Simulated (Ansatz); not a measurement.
SiC: pressure series

Consider SiC (space group P6_3mc, No. 186).

```cif
data_C4Si4
_chemical_formula_sum 'Si4 C4'
_space_group_name_H-M_alt 'P 1'
_space_group_IT_number 1
_cell_length_a 3.09412
_cell_length_b 3.09412
_cell_length_c 10.12917
_cell_angle_alpha 90.000
_cell_angle_beta 90.000
_cell_angle_gamma 120.000
loop_
_space_group_symop_operation_xyz
  'x, y, z'
loop_
_atom_site_label
_atom_site_type_symbol
_atom_site_fract_x
_atom_site_fract_y
_atom_site_fract_z
_atom_site_occupancy
Si1 Si 0.00000 0.00000 0.00031 1
Si2 Si 0.00000 0.00000 0.50031 1
Si3 Si 0.66667 0.33333 0.75025 1
Si4 Si 0.33333 0.66667 0.25025 1
C1 C 0.00000 0.00000 0.81285 1
C2 C 0.00000 0.00000 0.31285 1
C3 C 0.66667 0.33333 0.56221 1
C4 C 0.33333 0.66667 0.06221 1
```

Cell and atoms are relaxed at each pressure.

The values are results of PBE/PAW in Ansatz (an electronic-structure program), spin-orbit coupling left out, earlier PAW set, not measurements.

Candidates:
(a) pressure 30 GPa
(b) pressure −1 GPa
(c) pressure 18 GPa

Base values:

```
Item                            Result
-----------------------------  -------
Width of the top valence band  2.43 eV
```

### Question
Order them by width of the top valence band, lowest first.

### Answer
(b) pressure −1 GPa (2.42 eV), (c) pressure 18 GPa (2.54 eV), (a) pressure 30 GPa (2.59 eV)

The levels and masses belong to the bands next to the band gap. Load acts through the strain it causes; cell and atoms are relaxed under it. Whether these cells are dynamically stable was not tested. Competing high-pressure phases were not computed.
